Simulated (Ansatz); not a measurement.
This concerns the formation energy of O_i in Nb (bcc, Im-3m). Reaction: 64 Nb (bcc) + 1/2 O2 (gas) → cell A.

Cell A: a supercell of 64 sites of Nb (bcc, Im-3m) with O off the lattice sites (6 Nb at 2.04–2.28 Å); spin state with PBE: run without spin, k-point mesh 4×4×4.
```
CELL_PARAMETERS angstrom
     11.47145     0.00000     0.00000
     -3.82382    10.81539     0.00000
     -3.82382    -5.40769     9.36640
ATOMIC_POSITIONS crystal
  Nb 0.99962 0.99917 0.99917
  Nb 0.00000 0.99925 0.25075
  Nb 0.00000 0.00068 0.50068
  Nb 0.99782 0.99855 0.74928
  Nb 0.00000 0.25075 0.99925
  Nb 0.00038 0.25083 0.25083
  Nb 0.00218 0.25145 0.50072
  Nb 0.00000 0.24932 0.74932
  Nb 0.00000 0.50068 0.00068
  Nb 0.00218 0.50072 0.25145
  Nb 0.00038 0.49955 0.49955
  Nb 0.00000 0.49925 0.75075
  Nb 0.99782 0.74928 0.99855
  Nb 0.00000 0.74932 0.24932
  Nb 0.00000 0.75075 0.49925
  Nb 0.99962 0.75045 0.75045
  Nb 0.24714 0.99857 0.99857
  Nb 0.24797 0.99654 0.24858
  Nb 0.24851 0.99925 0.49925
  Nb 0.24797 0.00142 0.74939
  Nb 0.24797 0.24858 0.99654
  Nb 0.24458 0.24255 0.24255
  Nb 0.24958 0.24805 0.49847
  Nb 0.25073 0.25145 0.74928
  Nb 0.24851 0.49925 0.99925
  Nb 0.24958 0.49847 0.24805
  Nb 0.25652 0.50326 0.50326
  Nb 0.24958 0.50110 0.75153
  Nb 0.24797 0.74939 0.00142
  Nb 0.25073 0.74928 0.25145
  Nb 0.24958 0.75153 0.50110
  Nb 0.24458 0.75203 0.75203
  Nb 0.50000 0.00602 0.00602
  Nb 0.50000 0.99857 0.25143
  Nb 0.50000 0.99917 0.49955
  Nb 0.50000 0.00745 0.75203
  Nb 0.50000 0.25143 0.99857
  Nb 0.50000 0.24398 0.24398
  Nb 0.50000 0.24255 0.49797
  Nb 0.50000 0.25083 0.75045
  Nb 0.50000 0.49955 0.99917
  Nb 0.50000 0.49797 0.24255
  Nb 0.50000 0.47119 0.47119
  Nb 0.50000 0.50326 0.74674
  Nb 0.50000 0.75203 0.00745
  Nb 0.50000 0.75045 0.25083
  Nb 0.50000 0.74674 0.50326
  Nb 0.50000 0.77881 0.77881
  Nb 0.75542 0.00745 0.00745
  Nb 0.75203 0.00142 0.25346
  Nb 0.74927 0.99855 0.50072
  Nb 0.75042 0.00195 0.75153
  Nb 0.75203 0.25346 0.00142
  Nb 0.75286 0.25143 0.25143
  Nb 0.75203 0.24858 0.50061
  Nb 0.75149 0.25075 0.75075
  Nb 0.74927 0.50072 0.99855
  Nb 0.75203 0.50061 0.24858
  Nb 0.75542 0.49797 0.49797
  Nb 0.75042 0.49847 0.74890
  Nb 0.75042 0.75153 0.00195
  Nb 0.75149 0.75075 0.25075
  Nb 0.75042 0.74890 0.49847
  Nb 0.74348 0.74674 0.74674
  O  0.50000 0.62500 0.62500
```

Reference: Nb (bcc, Im-3m), 64 atoms in the cell, the relaxed perfect crystal repeated, atoms not moved again; spin state with PBE: run without spin, k-point mesh 4×4×4 on the run's own vectors.

Reference: an isolated O2 molecule (triplet) in a box of 11 × 11 × 13 Å.

Computed with Ansatz (plane waves, PAW), its default PAW set, cutoff 500 eV. The structures are at rest with PBE, within the held lattices; other levels are single points on them. Neutral cells; Fermi-Dirac smearing of at most 0.10 eV in the solids, energies taken to zero width. The lattices are those relaxed with PBE, so at other levels the solids can be strained. Larger cells are relaxed from a start prepared with the learned potential CHGNet, on a coarser mesh till forces fall under 0.03 eV/Å, which some starts already meet. A dispersion term (D3(BJ), or D4 for r2SCAN) was computed beside these levels and is taken off wherever the name lacks it. The PAW files were made for PBE and serve at the other functionals too. Space groups of crystals are read within 0.01 Å. No zero-point or thermal terms. Cells are local rest points, mostly with their start's symmetry. The d electrons get no Hubbard U. No correction for cell size. Mesh and cell size may move defect energies by 0.1 eV or more. Cell A has symmetry I4/mmm within 0.02 Å and got no random move, so less symmetric positions, which may lie lower, weren't tried.

Q: Give the value at the level r2SCAN.

A: -4.35 eV, for 64 Nb (bcc) + 1/2 O2 (gas) → cell A.

Ansatz is an electronic-structure program.
